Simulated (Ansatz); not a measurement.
The parent structure is WS2 in the 2H-MoS2 type structure (space group P6_3/mmc, No. 194; layered, stacked along the Cartesian z axis).

```xyz
6
Lattice="3.1149 0.0000 0.0000 -1.5574 2.6976 0.0000 0.0000 0.0000 11.7733" Properties=species:S:1:pos:R:3 pbc="T T T"
W      0.0000     1.7984     2.9433
W      1.5574     0.8992     8.8300
S      0.0000     1.7984     7.2578
S      1.5574     0.8992     1.3711
S      1.5574     0.8992     4.5156
S      0.0000     1.7984    10.4022
```

Cartesian axes are those of the cell as printed.

Level of theory: PBEsol-D3(BJ) (Ansatz, an electronic-structure program; PAW; 420 eV plane waves; no spin-orbit coupling), earlier PAW set.

Base values:

| Quantity | Value |
|---|---|
| Shortest interatomic distance | 2.389 Å |
| Band gap | 0.66 eV |
| Pressure | 0.00 GPa |

Perturbation: the symmetric strain tensor [-0.0123 0.0103 -0.0078; 0.0103 -0.0021 0.0041; -0.0078 0.0041 0.0067]; the atoms relax in the strained cell.

Question: What happens to the shortest interatomic distance, band gap and pressure?

Answer: The shortest interatomic distance falls by 0.0143 Å (2.389 Å → 2.374 Å); the band gap goes up by 0.03 eV, from 0.66 eV to 0.69 eV; the pressure (mean of the normal stresses, compression positive) goes from zero to 1.52 GPa.

With W present, leaving out spin-orbit coupling can change the band edges. No phonon test of stability was made.
